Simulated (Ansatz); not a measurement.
# WSe2: thickness series

Take WSe2 in the 2H-MoS2 type structure (space group P6_3/mmc, No. 194; a = 3.2305 Å, c = 12.4113 Å; layered, stacked along the Cartesian z axis) as the base.

Free-standing slabs (3 atom(s) a layer) normal to the stacking axis with 15 Å of vacuum; in-plane cell relaxed.

Levels (all Ansatz, an electronic-structure program, PAW): PBEsol-D3(BJ) (420 eV, scalar-relativistic without spin-orbit coupling); r2SCAN (500 eV, spin-orbit coupling left out); HSE06 (420 eV, no spin-orbit coupling).

Band gaps by level, all at the geometries relaxed with PBEsol-D3(BJ):

```csv
case,PBEsol-D3(BJ),r2SCAN,HSE06
base,0.67 eV,0.83 eV,1.14 eV
1 layer,1.64 eV,1.80 eV,2.17 eV
2 layers,1.10 eV,1.28 eV,1.63 eV
3 layers,0.90 eV,1.09 eV,1.39 eV
```

Single points use the geometry relaxed with PBEsol-D3(BJ). HSE06 gaps are upper bounds (no full band path). With W present, leaving out spin-orbit coupling can change the band edges. No phonon test of stability was made.
